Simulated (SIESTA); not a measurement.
PBEsol against PBE in SIESTA: the gap on the mesh of tetrahedral semiconductors

Single points in SIESTA on the same cell and mesh at two levels: PBE (numerical atomic orbitals DZP, PseudoDojo PBE standard norm-conserving potentials (rewritten from UPF to PSML)) and PBEsol (numerical atomic orbitals DZP, PseudoDojo PBEsol standard norm-conserving potentials (rewritten from UPF to PSML)). No measured value is used, so the table compares levels and does not rank them. The number in brackets is the space group.

Here x stands for gap on the mesh, PBE and y for gap on the mesh, PBEsol.

| crystal | gap on the mesh, PBE (eV) | gap on the mesh, PBEsol (eV) | cell as run (Å³/atom) | k mesh | cutoffs |
|---|---|---|---|---|---|
| CdSe (216) | 0.875 | 0.744 | 27.68 | 9×9×9 | grid 4762 eV |
| CdS (216) | 1.256 | 1.114 | 25.80 | 7×7×7 | grid 5442 eV |
| GaP (216) | 1.441 | ? | 21.48 | 5×5×5 | grid 5442 eV |
| GaN (216) | 1.753 | 1.714 | 11.54 | 13×13×13 | grid 4762 eV |
| SiC (186) | 2.264 | 2.105 | 10.32 | 6×6×4 | grid 4082 eV |
| AlN (216) | 3.296 | 3.178 | 10.50 | 10×10×10 | grid 4082 eV |
| C (227) | 4.380 | 4.236 | 5.41 | 13×13×13 | grid 5442 eV |

### Question
Using a straight line, estimate the missing y at x = 1.441 from the other rows, showing the fit.

### Answer
With u = x - 2.3, the rows have u = -1.4250, -1.0440, -0.5470, -0.0360, 0.9960, 2.0800. Means: u 0.0040000, y 2.1818. About the means, the sum of products is 8.6872 and the sum of squares of u is 8.7394; the slope is their ratio. Least squares gives y = 2.1779 + 0.99403·u. Residuals (row less fit): -0.0174, -0.0261, 0.0798, -0.0371, 0.0100, -0.0095; standard error 0.0472 (degrees of freedom: 4). Full agreement would be y = x; this line has slope 0.994 and stands -0.122 eV from it at x = 2.300. At the withheld row, u = -0.8590, so y = 2.1779 + 0.99403 × (-0.8590) = 1.324 eV. The calculation gives 1.379 eV, 0.055 eV above the prediction (1.6 % of the range of y in the table). The row lies between fitted rows. From the scatter of the fitted rows alone, a prediction at this place has a standard error of 0.0529 eV, so the miss is 1.0 times that.

Copying x would have missed this row by 0.062. The cells are not relaxed at this level: typed lattice constants and structures from a database of calculations, some with the lattice rescaled by up to 2.5 %. Spin-orbit coupling is off, which matters for the heavier members. Gaps are read on the mesh, which need not hold the band edges; crystals whose gap falls under 0.15 eV in either column are left out. SIESTA: values carry the incompleteness of an atom-centred basis. The rows, and the inner row withheld, were drawn at random from non-magnetic crystals of this class with sound runs on fine meshes; tables whose line scatters by over 5 % of the range, or whose columns agree throughout, aren't shown.
